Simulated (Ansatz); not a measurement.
MoSi2: response to strain

The reference is MoSi2 (space group I4/mmm, No. 139; a = 3.174 Å, c = 7.779 Å; relaxed with 0.1 eV smearing). Axes: x, y, z lie along a, b, c of the conventional cell.

Strains are applied to the cell and any free atomic positions relax; under biaxial strain the out-of-plane vector relaxes too.

Level of theory: DFT with LDA, PAW potentials and a 420 eV plane-wave cutoff in Ansatz (an electronic-structure program), no spin-orbit coupling.

Candidates:
(a) biaxial strain −2.50 %, plane normal [001], relaxed out of plane
(b) biaxial strain +2.00 %, plane normal [001], relaxed out of plane
(c) biaxial strain −1.50 %, plane normal [001], relaxed out of plane
(d) biaxial strain +0.50 %, plane normal [001], relaxed out of plane
(e) biaxial strain +1.50 %, plane normal [001], relaxed out of plane

Notes on the quantities. energy relative to the base: free energy F.

Order them by energy relative to the base, highest first.

(a) biaxial strain −2.50 %, plane normal [001], relaxed out of plane (+28 meV/atom), (b) biaxial strain +2.00 %, plane normal [001], relaxed out of plane (+16 meV/atom), (c) biaxial strain −1.50 %, plane normal [001], relaxed out of plane (+9.7 meV/atom), (e) biaxial strain +1.50 %, plane normal [001], relaxed out of plane (+9.1 meV/atom), (d) biaxial strain +0.50 %, plane normal [001], relaxed out of plane (+1.0 meV/atom)

Stability against distortions was not tested. All final runs are without spin polarisation.
